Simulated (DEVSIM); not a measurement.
Structure: Si p-n junction from an implanted or diffused profile, at 300 K.

| layer (left to right) | material | thickness (μm) | Nd (cm⁻³) | τn (s) | τp (s) |
|---|---|---|---|---|---|
| 1 | Si | 130 | 3.1e15 | 7.6e-7 | 7.6e-7 |

Added acceptor profile: 1.1e17 cm⁻³ × exp(−(x − 0 μm)²/(2·(0.16 μm)²)). Left contact: ohmic. Right contact: ohmic. Voltage is applied to the left contact. Recombination: SRH at mid-gap, radiative. Mobility is constant in doping.

The device is made up for the run: typed textbook-type constants, with dimensions and the other settings drawn at random. Values at 300 K.

```tsv
parameter	Si
gap (eV)	1.124
affinity (eV)	4.05
permittivity	11.7
Nc (cm⁻³)	2.86e19
Nv (cm⁻³)	3.1e19
μn (cm²/Vs)	1417
μp (cm²/Vs)	470
B (cm³/s)	4.7e-15
```

DEVSIM, 1D drift-diffusion, Boltzmann statistics, complete ionisation; no tunnelling, impact ionisation, image-force lowering or self-heating.

Task: Tabulate band edges, carrier densities and field at -20.0 V on the left contact.

Result: Energies count from the Fermi level of the right contact; mesh points crowd at the junctions.

```json
[
 {"x (μm)": "0.000", "Ec (eV)": "20.977", "Ev (eV)": "19.853", "n (cm⁻³)": "1100", "p (cm⁻³)": "1.1e17", "field (V/cm)": "-130"},
 {"x (μm)": "0.02826", "Ec (eV)": "20.977", "Ev (eV)": "19.853", "n (cm⁻³)": "840", "p (cm⁻³)": "1.0e17", "field (V/cm)": "-320"},
 {"x (μm)": "0.07231", "Ec (eV)": "20.974", "Ev (eV)": "19.850", "n (cm⁻³)": "490", "p (cm⁻³)": "9.5e16", "field (V/cm)": "-970"},
 {"x (μm)": "0.1478", "Ec (eV)": "20.921", "Ev (eV)": "19.797", "n (cm⁻³)": "< 1e2", "p (cm⁻³)": "1.2e16", "field (V/cm)": "-25000"},
 {"x (μm)": "0.3104", "Ec (eV)": "19.578", "Ev (eV)": "18.454", "n (cm⁻³)": "450", "p (cm⁻³)": "32000", "field (V/cm)": "-120000"},
 {"x (μm)": "0.4512", "Ec (eV)": "17.805", "Ev (eV)": "16.681", "n (cm⁻³)": "970", "p (cm⁻³)": "28000", "field (V/cm)": "-130000"},
 {"x (μm)": "0.5888", "Ec (eV)": "16.072", "Ev (eV)": "14.948", "n (cm⁻³)": "1600", "p (cm⁻³)": "27000", "field (V/cm)": "-120000"},
 {"x (μm)": "0.7794", "Ec (eV)": "13.813", "Ev (eV)": "12.689", "n (cm⁻³)": "2500", "p (cm⁻³)": "27000", "field (V/cm)": "-110000"},
 {"x (μm)": "1.070", "Ec (eV)": "10.699", "Ev (eV)": "9.575", "n (cm⁻³)": "4400", "p (cm⁻³)": "26000", "field (V/cm)": "-100000"},
 {"x (μm)": "1.812", "Ec (eV)": "4.600", "Ev (eV)": "3.476", "n (cm⁻³)": "13000", "p (cm⁻³)": "24000", "field (V/cm)": "-65000"},
 {"x (μm)": "3.646", "Ec (eV)": "0.236", "Ev (eV)": "-0.888", "n (cm⁻³)": "3.1e15", "p (cm⁻³)": "590", "field (V/cm)": "≈ 0"},
 {"x (μm)": "10.73", "Ec (eV)": "0.236", "Ev (eV)": "-0.888", "n (cm⁻³)": "3.1e15", "p (cm⁻³)": "8300", "field (V/cm)": "≈ 0"},
 {"x (μm)": "25.72", "Ec (eV)": "0.236", "Ev (eV)": "-0.888", "n (cm⁻³)": "3.1e15", "p (cm⁻³)": "20000", "field (V/cm)": "≈ 0"},
 {"x (μm)": "60.30", "Ec (eV)": "0.236", "Ev (eV)": "-0.888", "n (cm⁻³)": "3.1e15", "p (cm⁻³)": "32000", "field (V/cm)": "≈ 0"},
 {"x (μm)": "108.4", "Ec (eV)": "0.236", "Ev (eV)": "-0.888", "n (cm⁻³)": "3.1e15", "p (cm⁻³)": "37000", "field (V/cm)": "≈ 0"},
 {"x (μm)": "121.2", "Ec (eV)": "0.236", "Ev (eV)": "-0.888", "n (cm⁻³)": "3.1e15", "p (cm⁻³)": "37000", "field (V/cm)": "≈ 0"},
 {"x (μm)": "126.4", "Ec (eV)": "0.236", "Ev (eV)": "-0.888", "n (cm⁻³)": "3.1e15", "p (cm⁻³)": "37000", "field (V/cm)": "≈ 0"},
 {"x (μm)": "128.6", "Ec (eV)": "0.236", "Ev (eV)": "-0.888", "n (cm⁻³)": "3.1e15", "p (cm⁻³)": "37000", "field (V/cm)": "≈ 0"},
 {"x (μm)": "129.6", "Ec (eV)": "0.236", "Ev (eV)": "-0.888", "n (cm⁻³)": "3.1e15", "p (cm⁻³)": "37000", "field (V/cm)": "≈ 0"},
 {"x (μm)": "129.8", "Ec (eV)": "0.236", "Ev (eV)": "-0.888", "n (cm⁻³)": "3.1e15", "p (cm⁻³)": "37000", "field (V/cm)": "≈ 0"},
 {"x (μm)": "129.9", "Ec (eV)": "0.236", "Ev (eV)": "-0.888", "n (cm⁻³)": "3.1e15", "p (cm⁻³)": "37000", "field (V/cm)": "≈ 0"},
 {"x (μm)": "130.0", "Ec (eV)": "0.236", "Ev (eV)": "-0.888", "n (cm⁻³)": "3.1e15", "p (cm⁻³)": "37000", "field (V/cm)": "≈ 0"}
]
```
